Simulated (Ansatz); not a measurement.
Consider Cu in the fcc (Cu type) structure (space group Fm-3m, No. 225; a = 3.564 Å; relaxed with 0.1 eV smearing). Axes: x, y, z lie along the cube axes.

Level of theory: PBEsol (Ansatz, a program for electronic structure), no spin-orbit coupling.

Before the change:

```
Quantity    Value
--------  -------
Pressure  0.0 GPa
```

Now apply this change: biaxial strain +2.08 %, plane normal [111], relaxed out of plane (Cartesian); in-plane vectors clamped, the third vector and the atoms free.

**Question.** Predict the new ratio −ε⊥/ε∥.

**Answer.** The ratio −ε⊥/ε∥ comes out as 0.72.

**Question.** Estimate the effect on the pressure.

**Answer.** The pressure (mean of the normal stresses, compression positive) goes from zero to -3.9 GPa.

**Question.** What happens to the energy relative to the base?

**Answer.** The energy rises by 9.1 meV/atom.

No phonon test of stability was made. The final runs are not spin-polarised.
